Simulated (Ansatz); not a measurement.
Structures of equal composition on the (0001) surface of wurtzite ZnO (Zn plane on top): 2x2 Al adatom at H3; 2x2 Al adatom at T4. The slabs share one bottom face, and each structure is named by its start. These are constructed structures in small cells; real faces may alloy, dewet or reconstruct in larger ones, and not all known structures of the face are among them. Slabs of about 14 Å with all that they carry, Fermi-Dirac smearing of 0.025 eV. Bottom of the slabs: H caps. Relaxed from the named starts with such symmetry as they have, on meshes of like density; energies extrapolated to zero smearing; no spin-orbit coupling, no U. Spin-polarised runs, if any, are marked in brackets, and their order is one that fits the cell; the others ran without spin. Where a second, spin-polarised start was run, the lower counts.

Host crystal: wurtzite ZnO, with a band gap (PBE, scalar-relativistic without spin-orbit coupling).

Method: PBE (plane waves to 420 eV, PAW; Ansatz, a first-principles code).

### Question
Order them by energy per 1x1 cell (lowest first) at the level PBE.

### Answer
2x2 Al adatom at T4 (0.000 eV (1 Al–O bonds formed; 1 O–Zn bonds broke) [spin, 0.8 μB a cell], no gap over 0.04 eV on the mesh), 2x2 Al adatom at H3 (0.116 eV [spin start, no net moment], no gap over 0.04 eV on the mesh)
